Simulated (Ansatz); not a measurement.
# TaTe (model structure, Fm-3m, No. 225, 2 atoms in the cell)

Calculation: r²SCAN+rVV10 (Ansatz, a program for electronic structure, PAW).

Numerical settings: plane-wave cutoff 560 eV, 18×18×18 k mesh, Fermi–Dirac smearing 0.05 eV, scalar-relativistic PAW data made under PBE.

Cell (relaxed at this level):

```yaml
crystal:
  lattice:
    - [0.00000, 2.82346, 2.82346]
    - [2.82346, 0.00000, 2.82346]
    - [2.82346, 2.82346, 0.00000]
  atoms:
    - { symbol: Ta, position: [0.00000, 0.00000, 0.00000] }
    - { symbol: Te, position: [0.50000, 0.50000, 0.50000] }
```

| Quantity | Value |
|---|---|
| band gap | zero (no gap) |

Note: the relaxation could raise the start's symmetry but not lower it, so the cell can be a saddle point.

Spin–orbit coupling is not included; it can open a gap where bands touch, and shift volumes and moduli.

The computed numbers hold no vibrational or temperature effects.

A model structure was made by putting elements into a prototype or built by hand; it is no filed structure, need not be a known phase, and can be a saddle point held by its symmetry.
